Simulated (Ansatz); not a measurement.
Start from HfO2 in the fluorite structure (space group Fm-3m, No. 225; a = 5.059 Å). Axes: x, y, z lie along the cube axes.

Calculations: r2SCAN (Ansatz, an electronic-structure program), without spin-orbit coupling, earlier PAW set.

Perturbation: every lattice vector is shortened by 0.69 %; the atoms relax in the strained cell.

Q: Predict the stress tensor and what it implies for the stiffness.

A: Stress of the strained cell less that of the base (GPa, compression positive):
```
   5.88    0.00    0.00
   0.00    5.88    0.00
   0.00    0.00    5.88
```

Then B = −ΔP/(ΔV/V₀) with ΔV/V₀ = -0.0206 gives secant stiffness values (nonlinear terms included at this strain): B ≈ 286 GPa.

No phonon test of stability was made. This is not the structure that HfO2 has at room temperature and ambient pressure.
